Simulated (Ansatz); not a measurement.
Base system: Te (space group P3_121, No. 152; a = 4.624 Å, c = 5.903 Å; made of chains). Axes: x lies along a and z along c of the hexagonal cell.

Calculations: plane-wave PAW DFT at the r2SCAN level (Ansatz, a program for electronic structure, 500 eV), no SOC.

It is then changed as follows: an isotropic linear strain of +3.00 %; the atoms relax in the strained cell.

**Question.** Predict the stress tensor and what it implies for the stiffness.

**Answer.** Stress of the strained cell less that of the base (GPa, compression positive):
```
  -0.88    0.00    0.00
   0.00   -0.88    0.00
   0.00    0.00   -2.31
```

Then B = −ΔP/(ΔV/V₀) with ΔV/V₀ = 0.0927 gives secant stiffness values (nonlinear terms included at this strain): B (at held cell shape, above the free-shape value) ≈ 15 GPa.

As a check, the harmonic strain energy −½ V₀ Δσ:ε is 14 meV/atom; the computed energy rise is 16 meV/atom.

No phonon test of stability was made. No dispersion term is included, though the crystal is made of layers, chains or molecules, so its spacings can come out too wide.
